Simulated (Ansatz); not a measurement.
**Hypothetical simple cubic Ru under a change: biaxial strain +4.29 %, plane normal [111], relaxed out of plane**

Base system: Ru in the simple cubic structure (space group Pm-3m, No. 221; a = 2.512 Å; a hypothetical phase, not in the database extracts checked; relaxed with 0.1 eV smearing). Axes: x, y, z lie along the cube axes.

Perturbation: tensile biaxial strain of 4.29 % in the plane normal to [111], as in epitaxy on a mismatched substrate; the out-of-plane cell vector and the atoms relax.

All numbers come from PBE/PAW in Ansatz (a program for electronic structure), no spin-orbit coupling. Γ-centred 26×26×26 mesh, Fermi–Dirac width 0.1 eV.

| quantity | base | changed | shift |
|---|---|---|---|
| volume per atom | 15.86 Å³ | 15.95 Å³ | +0.09 Å³ |
| space group | Pm-3m (No. 221) | R-3m (No. 166) | – |
| shortest interatomic distance | 2.512 Å | 2.525 Å | +0.013 Å |
| energy relative to the base (free energy F) | 0 meV/atom | +13 meV/atom | +13 meV/atom |
| pressure (mean of the normal stresses, compression positive) | 0.0 GPa | -1.9 GPa | -1.9 GPa |
| band gap | zero | zero | – |
| out-of-plane strain | – | -7.53 % | – |
| ratio −ε⊥/ε∥ | – | 1.76 | – |
| mean in-plane stress (compression positive) | – | -2.8 GPa | – |

No phonon test of stability was made. All final runs are without spin polarisation. Ru has a high density of states at the Fermi level and may be magnetic at this level.
